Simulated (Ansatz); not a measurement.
Gap of a (8,8) BN nanotube at several levels, all on one geometry.

Levels: PBE (plane waves to 420 eV, PAW; Ansatz, a quantum-chemistry and plane-wave program); r2SCAN (plane waves to 500 eV, PAW; Ansatz); Ansatz with HSE06. Unmarked values and the geometry are of the first. Mesh 1×1×12. No spin polarisation. Isolated but for its images some 11 Å away. An idealised model, rolled from the flat sheet. Symmetry and one short period hold its shape; lower forms weren't sought. HSE06 ran on a 1×1×7 mesh and at PBE's edge points.

```
level   gap (eV)
------  --------
PBE         4.45
r2SCAN         ?
HSE06       5.44
```

**Question.** Some entries are withheld; supply them.

**Answer.** 
- r2SCAN, gap (eV): 4.99
